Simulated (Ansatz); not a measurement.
## A computed series for La2O3: pressure series

Take La₂O₃ (space group P-3m1, No. 164) as the base.

```cif
data_La2O3
_chemical_formula_sum 'La2 O3'
_space_group_name_H-M_alt 'P 1'
_space_group_IT_number 1
_cell_length_a 3.93519
_cell_length_b 3.93519
_cell_length_c 6.12567
_cell_angle_alpha 90.000
_cell_angle_beta 90.000
_cell_angle_gamma 120.000
loop_
_space_group_symop_operation_xyz
  'x, y, z'
loop_
_atom_site_label
_atom_site_type_symbol
_atom_site_fract_x
_atom_site_fract_y
_atom_site_fract_z
_atom_site_occupancy
La1 La 0.33333 0.66667 0.24612 1
La2 La 0.66667 0.33333 0.75388 1
O1 O 0.00000 0.00000 0.00000 1
O2 O 0.33333 0.66667 0.64612 1
O3 O 0.66667 0.33333 0.35388 1
```

Cell and atoms are relaxed at each pressure.

Computed with r2SCAN (Ansatz, a first-principles code, PAW, scalar-relativistic without spin-orbit coupling), earlier PAW set.

Candidates:
(a) pressure 0.9 GPa
(b) pressure 30 GPa
(c) pressure −2 GPa

For the base:

```
Property   Result
---------  ------
c/a ratio   1.557
```

Question: Order them by c/a ratio, lowest first.

Answer: (b) pressure 30 GPa (1.400), (a) pressure 0.9 GPa (1.551), (c) pressure −2 GPa (1.569)

Load acts through the strain it causes; cell and atoms are relaxed under it. Whether these cells are dynamically stable was not tested. Competing high-pressure phases were not computed.
